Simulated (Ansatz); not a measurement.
**InSb: response to strain**

The parent structure is InSb in the zinc blende structure (space group F-43m, No. 216; a = 6.556 Å). Axes: x, y, z lie along the cube axes.

Strains are applied to the cell and any free atomic positions relax.

All numbers come from r2SCAN, PAW, 500 eV (Ansatz, an electronic-structure program; no SOC).

Notes on the quantities. energy relative to the base: free energy F.

| change | energy relative to the base | volume per atom |
|---|---|---|
| base | 0 meV/atom | 35.23 Å³ |
| tensor shear ε_xy = +1.14 % | +1.7 meV/atom | 35.22 Å³ |
| tensor shear ε_xy = +1.71 % | [?] | 35.22 Å³ |
| tensor shear ε_xy = +0.57 % | +0.4 meV/atom | 35.22 Å³ |
| tensor shear ε_xy = +0.29 % | +0.1 meV/atom | 35.23 Å³ |
| tensor shear ε_xy = +0.86 % | +1.0 meV/atom | 35.22 Å³ |
| tensor shear ε_xy = +2.00 % | +5.2 meV/atom | 35.21 Å³ |
| tensor shear ε_xy = +1.43 % | +2.6 meV/atom | 35.22 Å³ |

Q: Some entries are withheld; estimate them.

A: 
- tensor shear ε_xy = +1.71 %, energy relative to the base: +3.8 meV/atom

Stability against distortions was not tested. All final runs are without spin polarisation.
